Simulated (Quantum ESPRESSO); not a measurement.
Quantum ESPRESSO run on Zr2Rh (Ibam, 6 atoms in the cell): self-consistent single point.

Method of the run: LDA (PZ), GBRV 1.5 ultrasoft (LDA) pseudopotentials (plane waves; Quantum ESPRESSO).

```yaml
crystal:
  lattice:
    - [3.17011, 3.17914, 2.77963]
    - [-3.17011, 3.17914, 2.77963]
    - [-3.17011, -3.17914, 2.77963]
  atoms:
    - { symbol: Zr, position: [0.83205, 0.33601, 0.83194] }
    - { symbol: Zr, position: [0.16795, 0.66399, 0.16806] }
    - { symbol: Zr, position: [0.33205, 0.99989, 0.66806] }
    - { symbol: Zr, position: [0.66795, 0.00011, 0.33194] }
    - { symbol: Rh, position: [0.75000, 0.50000, 0.25000] }
    - { symbol: Rh, position: [0.25000, 0.50000, 0.75000] }
```

Reference input (self-consistent single point, DFT, PBEsol, plane waves, GBRV 1.5 ultrasoft (PBESOL) pseudopotentials): ecutwfc = 40 Ry; ecutrho = 320 Ry; occupations = smearing; smearing = fd; degauss = 0.0036749 Ry; potentials = {Zr: zr_pbesol_v1.uspp.F.UPF, Rh: rh_pbesol_v1.4.uspp.F.UPF}; K_POINTS = automatic 5 5 5 0 0 0; conv_thr = 1e-10 Ry. This run's input differs from it in these lines:

```diff
@@ -24,4 +24,4 @@
 ATOMIC_SPECIES
-Zr    91.2240  zr_pbesol_v1.uspp.F.UPF
-Rh   102.9055  rh_pbesol_v1.4.uspp.F.UPF
+Zr    91.2240  zr_lda_v1.uspp.F.UPF
+Rh   102.9055  rh_lda_v1.4.uspp.F.UPF
 ATOMIC_POSITIONS {alat}
```

Output, abridged:

```
     Self-consistent Calculation

     iteration #  1     ecut=    40.00 Ry     beta= 0.70

     Threshold (ethr) on eigenvalues was too large:
     Diagonalizing with lowered threshold

     negative rho (up, down):  3.441E-01 0.000E+00

     total energy              =    -739.92234796 Ry
     estimated scf accuracy    <       0.58091678 Ry

     iteration #  2     ecut=    40.00 Ry     beta= 0.70

     negative rho (up, down):  3.442E-01 0.000E+00

     total energy              =    -739.80135470 Ry
     estimated scf accuracy    <       1.22400684 Ry

     iteration #  3     ecut=    40.00 Ry     beta= 0.70

     negative rho (up, down):  3.464E-01 0.000E+00

     total energy              =    -739.97741798 Ry
     estimated scf accuracy    <       1.18989552 Ry

   [... 7 blocks of this kind left out ...]

     iteration # 11     ecut=    40.00 Ry     beta= 0.70

     negative rho (up, down):  3.471E-01 0.000E+00

     total energy              =    -740.13036639 Ry
     estimated scf accuracy    <          5.5E-09 Ry

     iteration # 12     ecut=    40.00 Ry     beta= 0.70

     negative rho (up, down):  3.471E-01 0.000E+00
     End of self-consistent calculation

     the Fermi energy is    16.7732 ev

!    total energy              =    -740.13036639 Ry
     estimated scf accuracy    <          9.3E-11 Ry
     smearing contrib. (-TS)   =      -0.00455155 Ry
     internal energy E=F+TS    =    -740.12581483 Ry

     convergence has been achieved in  12 iterations

     negative rho (up, down):  3.471E-01 0.000E+00

     Forces acting on atoms (cartesian axes, Ry/au):

     atom    1 type  1   force =     0.00764580   -0.00750162    0.00000000
     atom    2 type  1   force =    -0.00764580    0.00750162    0.00000000
     atom    3 type  1   force =     0.00764580    0.00750162    0.00000000
     atom    4 type  1   force =    -0.00764580   -0.00750162    0.00000000
     atom    5 type  2   force =    -0.00000000    0.00000000    0.00000000
   [... lines left out ...]
     Total force =     0.021423     Total SCF correction =     0.000010
   [... lines left out ...]

     negative rho (up, down):  3.471E-01 0.000E+00
          total   stress  (Ry/bohr**3)                   (kbar)     P=       11.70
   0.00010724  -0.00000000   0.00000000           15.78       -0.00        0.00
   0.00000000   0.00010226   0.00000000            0.00       15.04        0.00
  -0.00000000   0.00000000   0.00002918           -0.00        0.00        4.29

   JOB DONE.
```

The run converged in 12 iterations. Against the reference run the pressure goes from 4.94 to 1.17 GPa and the largest force goes from 0.324 to 0.275 eV/Å.

The starting cell comes from a database of computed structures (which also holds hypothetical and non-ambient phases and stackings), without a prior relaxation at this level. Its lattice was rescaled by a random factor within 2.5 % of one. Spin polarisation is off.

Cost on one core of a shared machine: roughly 2 min.
